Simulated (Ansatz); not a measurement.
A computed series for Na2Te: response to strain

Start from Na2Te in the anti-fluorite structure (space group Fm-3m, No. 225; a = 7.246 Å).

Strains are applied to the cell and any free atomic positions relax.

Calculations: PBEsol (Ansatz, a first-principles code; PAW; 420 eV plane waves; no spin-orbit coupling).

Candidates:
(a) isotropic strain +1.50 %
(b) isotropic strain −3.00 %
(c) isotropic strain +0.50 %
(d) isotropic strain −2.00 %
(e) isotropic strain −1.00 %

Before the change:

The band gap is 2.02 eV.

**Question.** Order them by band gap, lowest first.

**Answer.** (a) isotropic strain +1.50 % (1.91 eV), (c) isotropic strain +0.50 % (1.98 eV), (e) isotropic strain −1.00 % (2.10 eV), (d) isotropic strain −2.00 % (2.18 eV), (b) isotropic strain −3.00 % (2.27 eV)

Spin-orbit coupling, missing from the scalar runs, can matter with Te. Stability against distortions was not tested.
